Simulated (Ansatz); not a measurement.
Gap of a (4,4) SiC nanotube at several levels, all on one geometry.

Levels: PBE (plane waves to 420 eV, PAW; Ansatz, a first-principles code); r2SCAN (plane waves to 500 eV, PAW; Ansatz); HSE06 (Ansatz). Unmarked values and the geometry are of the first. Mesh 1×1×10. No spin polarisation. It repeats along c; a and b span vacuum. A hypothetical model, rolled from the flat sheet. It keeps the symmetry and period of its start, so it need not be a minimum against all distortions. HSE06 ran on a 1×1×6 mesh and at PBE's edge points.

| level | gap (eV) |
|---|---|
| PBE | 1.89 |
| r2SCAN | 2.20 |
| HSE06 | [?] |

**Question.** Some entries are withheld; supply them.

**Answer.** 
- HSE06, gap (eV): 2.72
